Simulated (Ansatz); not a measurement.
By LDA, the system below comes out a metal.

Input:

```xyz
3
Lattice="3.8087 0.0000 0.0000 0.0000 3.8087 0.0000 1.9043 -1.9043 2.6932" Properties=species:S:1:pos:R:3 pbc="T T T"
Si     3.8087     1.9043     1.3466
Si     1.9043     0.0000     1.3466
Ni     0.0000     0.0000     0.0000
```

The cell is taken as given; by LDA it stands under a pressure of -3.2 GPa.

The current flows along the normal of the first two printed cell vectors, the (001) plane of the conventional cell. No spin-orbit coupling; the value is a mean over 0.1 eV about the Fermi level.

Compute, with LDA (Ansatz, a quantum-chemistry and plane-wave program), the ballistic conductance per area.

0.55 × 10¹⁵ S/m² for both spins.
